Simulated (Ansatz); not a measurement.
How far PBE and PBEsol part for BeTe

Start from BeTe in the zinc blende structure (space group F-43m, No. 216; a = 5.664 Å).

(Cell as relaxed with PBE.)

Levels (all Ansatz, a program for electronic structure, PAW): PBE (420 eV, no spin-orbit coupling); PBEsol (420 eV, scalar-relativistic without spin-orbit coupling).

Each level relaxes its own structure.

```json
[
 {"quantity": "volume per atom", "PBE": "22.71 Å³", "PBEsol": "___"},
 {"quantity": "lattice parameter a", "PBE": "5.664 Å", "PBEsol": "___"},
 {"quantity": "band gap", "PBE": "2.03 eV", "PBEsol": "___"},
 {"quantity": "gap character", "PBE": "indirect, Γ → X", "PBEsol": "___"},
 {"quantity": "electron mass", "PBE": "1.9 mₑ along k, 0.26 mₑ across", "PBEsol": "___"},
 {"quantity": "hole mass (degenerate bands, along [100])", "PBE": "0.20, 0.35, 0.35 mₑ", "PBEsol": "___"}
]
```

### Question
Given the PBE results, estimate those of PBEsol.

### Answer

- volume per atom, PBEsol: 22.00 Å³
- lattice parameter a, PBEsol: 5.604 Å
- band gap, PBEsol: 1.84 eV
- gap character, PBEsol: indirect, Γ → X
- electron mass, PBEsol: 1.4 mₑ along k, 0.25 mₑ across
- hole mass (degenerate bands, along [100]), PBEsol: 0.20, 0.33, 0.33 mₑ

PBE's volume per atom lies 0.71 Å³ above PBEsol's (3.2 %); PBE's lattice parameter a lies 0.0592 Å above PBEsol's (1.1 %); PBE's band gap lies 0.19 eV above PBEsol's; the two agree on the gap character. Neither level is exact; PBEsol is the comparison here, not a measurement.

Spin-orbit coupling, missing from the scalar runs, can matter with Te. Masses are band curvatures over ±0.01 Å⁻¹ around the edge. Along k means along the line from Γ to the band edge. Stability against distortions was not tested.
